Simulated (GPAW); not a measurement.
**GPAW run on Li (Im-3m, 1 atom in the cell): self-consistent single point**

Computed with PBEsol, GPAW PAW datasets PBEsol (made by gpaw-setup) (plane waves; GPAW 25.7.0).

The input file:

```python
from ase import Atoms
from ase.units import GPa
from gpaw import GPAW

atoms = Atoms(['Li'],
              cell=[[-1.750235, 1.750235, 1.750235],
                    [1.750235, -1.750235, 1.750235],
                    [1.750235, 1.750235, -1.750235]],
              scaled_positions=[[0.000000, 0.000000, 0.000000]],
              pbc=True)

calc = GPAW(mode={'name': 'pw', 'ecut': 550},
            xc='PBEsol',
            kpts=(13, 13, 13),
            occupations={'name': 'methfessel-paxton', 'width': 0.1, 'order': 0},
            nbands=-7,
            symmetry={'symmorphic': False, 'tolerance': 0.0005},
            maxiter=100,
            txt='-')

atoms.calc = calc

energy = atoms.get_potential_energy()
print('Energy (eV):', round(energy, 6))
forces = atoms.get_forces()
print('Forces (eV/Ang):')
print(forces.round(5))
stress = atoms.get_stress()
print('Stress (GPa, Voigt):', (stress / GPa).round(4))
```

The program printed (abridged):

```
Input parameters:
  kpts: [13 13 13]
  maxiter: 100
  mode: {ecut: 550,
         name: pw}
  nbands: -7
  occupations: {name: methfessel-paxton,
                order: 0,
                width: 0.1}
  symmetry: {symmorphic: False,
             tolerance: 0.0005}
  xc: PBEsol

species:
  Li:
    name: Lithium
    Z: 3.0
    valence: 1
    core: 2
    charge: 0.0
    file: Li.PBEsol.gz

    # Using partial waves for Li as LCAO basis

Reference energy: -201.035873  # eV

Spin-paired calculation

Convergence criteria:
 Maximum [total energy] change in last 3 cyles: 0.0005 eV / valence electron
 Maximum integral of absolute [dens]ity change: 0.0001 electrons / valence electron
 Maximum integral of absolute [eigenst]ate change: 4e-08 eV^2 / valence electron
 Maximum number of scf [iter]ations: 100

Symmetries present (total): 48
Symmetries with fractional translations: 0
2197 k-points: 13 x 13 x 13 Monkhorst-Pack grid
84 k-points in the irreducible part of the Brillouin zone
       k-points in crystal coordinates                weights
   0:     0.00000000    0.00000000    0.00000000          1/2197
   1:     0.07692308    0.00000000    0.00000000         12/2197
   2:     0.07692308    0.07692308   -0.07692308          6/2197
   [... 7 lines left out ...]
          ...
  83:     0.46153846    0.46153846    0.46153846          8/2197

Wave functions: Plane wave expansion
  Cutoff energy: 550.000 eV
  Number of coefficients (min, max): 619, 642
  Pulay-stress correction: 0.000000 eV/Ang^3 (de/decut=0.000000)

Occupation numbers: Methfessel-Paxton:
  width: 0.1000  # eV
  order: 0

Eigensolver

Densities:
  Coarse grid: 18*18*18 grid
  Fine grid: 36*36*36 grid
  Total Charge: 0.000000

Density mixing:
  Method: separate
  Backend: pulay
  Linear mixing parameter: 0.05
  old densities: 5
  Damping of long wavelength oscillations: 50

Hamiltonian:
  XC and Coulomb potentials evaluated on a 36*36*36 grid
  External potential:
    NoExternalPotential

XC parameters: PBEsol with 2 nearest neighbor stencil

Number of atoms: 1
Number of atomic orbitals: 4
Number of bands in calculation: 7
Number of valence electrons: 1
Bands to converge: occupied

Density initialized from atomic densities
  4 bands from LCAO basis set
  3 bands from random numbers

Atomic positions and initial magnetic moments

Positions:
   0 Li     0.000000    0.000000    0.000000    ( 0.0000,  0.0000,  0.0000)

Unit cell:
           periodic     x           y           z      points  spacing
  1. axis:    yes   -1.750235    1.750235    1.750235    18     0.1375
  2. axis:    yes    1.750235   -1.750235    1.750235    18     0.1375
  3. axis:    yes    1.750235    1.750235   -1.750235    18     0.1375

  Lengths:   3.031496   3.031496   3.031496
  Angles:  109.471221 109.471221 109.471221

Effective grid spacing dv^(1/3) = 0.1544

     iter     time        total  log10-change:
                         energy   eigst   dens
iter:   1 --:--:--    -1.965058
iter:   2 --:--:--    -1.965049   -1.90  -1.24
iter:   3 --:--:--    -1.962150   -2.66  -1.25
iter:   4 --:--:--    -1.963103   -2.47  -1.47
iter:   5 --:--:--    -1.963095   -4.03  -2.97
iter:   6 --:--:--    -1.963068c  -5.92  -3.01
iter:   7 --:--:--    -1.963083c  -5.38  -2.53
iter:   8 --:--:--    -1.963083c  -6.69  -4.17c
iter:   9 --:--:--    -1.963083c  -8.19c -3.89
iter:  10 --:--:--    -1.963083c  -7.78c -3.88
iter:  11 --:--:--    -1.963083c  -9.99c -5.41c

Converged after 11 iterations.

Dipole moment: (-0.000000, -0.000000, -0.000000) |e|*Ang

Energy contributions relative to reference atoms: (reference = -201.035873)

Kinetic:         +1.750118
Potential:       -1.555301
External:        +0.000000
XC:              -2.156795
Entropy (-ST):   -0.002228
Local:           +0.000009
SIC:             +0.000000
--------------------------
Free energy:     -1.964197
Extrapolated:    -1.963083

Showing only first 2 kpts
 Kpt  Band  Eigenvalues  Occupancy
  0     0     -3.28637    2.00000
  0     1     14.31246    0.00000

  1     0     -3.17644    2.00000
  1     1     13.56313    0.00000

Fermi level: 0.26285

No gap
No difference between direct/indirect transitions
Energy (eV): -1.963083

Forces in eV/Ang:
  0 Li    0.00000    0.00000    0.00000

Stress tensor:
     0.004411     0.000000     0.000000
     0.000000     0.004411     0.000000
     0.000000     0.000000     0.004411
Stress (GPa, Voigt): [0.7067 0.7067 0.7067 0.     0.     0.    ]
```

The run converged in 11 iterations. GPAW prints stress with tension positive.

The starting cell has typed, rounded lattice constants, without a prior relaxation at this level. Its lattice was rescaled by up to half a per cent.
